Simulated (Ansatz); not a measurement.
Take a 16-atom supercell of C in the diamond structure (space group Fd-3m, No. 227) at its relaxed geometry as the base.

```yaml
crystal:
  lattice:
    - [0.00000, 3.56028, 3.56028]
    - [3.56028, 0.00000, 3.56028]
    - [3.56028, 3.56028, 0.00000]
  atoms:
    - { symbol: C, position: [0.25000, 0.25000, 0.25000] }
    - { symbol: C, position: [0.25000, 0.25000, 0.75000] }
    - { symbol: C, position: [0.25000, 0.75000, 0.25000] }
    - { symbol: C, position: [0.25000, 0.75000, 0.75000] }
    - { symbol: C, position: [0.75000, 0.25000, 0.25000] }
    - { symbol: C, position: [0.75000, 0.25000, 0.75000] }
    - { symbol: C, position: [0.75000, 0.75000, 0.25000] }
    - { symbol: C, position: [0.75000, 0.75000, 0.75000] }
    - { symbol: C, position: [0.37500, 0.37500, 0.37500] }
    - { symbol: C, position: [0.37500, 0.37500, 0.87500] }
    - { symbol: C, position: [0.37500, 0.87500, 0.37500] }
    - { symbol: C, position: [0.37500, 0.87500, 0.87500] }
    - { symbol: C, position: [0.87500, 0.37500, 0.37500] }
    - { symbol: C, position: [0.87500, 0.37500, 0.87500] }
    - { symbol: C, position: [0.87500, 0.87500, 0.37500] }
    - { symbol: C, position: [0.87500, 0.87500, 0.87500] }
```

Calculations: r2SCAN (Ansatz, an electronic-structure program, PAW, no spin-orbit coupling).

One neutral defect a cell, atoms relaxed at fixed cell.

One change was made to it. Results:

| quantity | base | after |
|---|---|---|
| pressure | 0.0 GPa | 8.9 GPa |
| largest displacement of a host atom from its site in the perfect cell | – | 0.03 Å |

Question: What was done to the base?
A. C vacancy, symmetric start
B. Ru on a C site, symmetric start
C. Se on a C site
D. B on a C site

Answer: D, B on a C site. For comparison, the pressure in the other runs: Ru on a C site, symmetric start gives 72.5 GPa; C vacancy, symmetric start gives -0.5 GPa; Se on a C site gives 69.0 GPa.

The magnetic state is the one reached from the starting moments; the real material's order can differ, and small cells can't hold many antiferromagnetic ones. In so small a cell the defect repeats every few ångströms: this is an ordered compound, not a dilute defect. The mesh was chosen for an insulator and is coarse for the gapless case. Defects with a symmetric start kept the site's symmetry and may sit on a saddle; the others started slightly shaken. Starting moments died away, wholly or in part, for B on a C site, Ru on a C site, C vacancy and Se on a C site; another magnetic solution may exist.
